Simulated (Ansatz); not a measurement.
The reference is AlAs in the zinc blende structure (space group F-43m, No. 216; a = 5.674 Å).

One thing is altered: every Al is replaced by Ga, then cell and atoms are relaxed.

Levels (all Ansatz, a first-principles code, PAW, earlier PAW set): PBEsol (420 eV, spin-orbit coupling left out); HSE06 (420 eV, scalar-relativistic without spin-orbit coupling); PBEsol+SOC (420 eV, noncollinear with spin-orbit coupling).

One geometry, relaxed with PBEsol, under each level:

Notes on the quantities. hole mass: degenerate bands, along [100].

The valence-band top lists the three highest levels at Γ (Kramers pairs under SOC), from the VBM.

```json
[
 {"level": "PBEsol", "band gap": "0.42 eV", "lowest conduction level above the VBM at special points": "Γ 0.42 eV; L 0.92 eV; X 1.36 eV", "valence-band top at Γ": "0.00, 0.00, 0.00 eV", "hole mass": "–", "pressure": "0.01 GPa"},
 {"level": "HSE06", "band gap": "1.40 eV", "lowest conduction level above the VBM at special points": "Γ 1.40 eV; L 1.75 eV; X 2.06 eV", "valence-band top at Γ": "–", "hole mass": "–", "pressure": "–"},
 {"level": "PBEsol+SOC", "band gap": "0.31 eV", "lowest conduction level above the VBM at special points": "Γ 0.31 eV; L 0.81 eV; X 1.25 eV; K 1.77 eV", "valence-band top at Γ": "0.00, 0.00, -0.34 eV", "hole mass": "0.028, 0.32 mₑ (at Γ)", "pressure": "0.00 GPa"}
]
```

Single points use the geometry relaxed with PBEsol. The spin-orbit shifts are approximate. Effective masses come from finite differences of ±0.01 Å⁻¹. Whether these cells are dynamically stable was not tested.
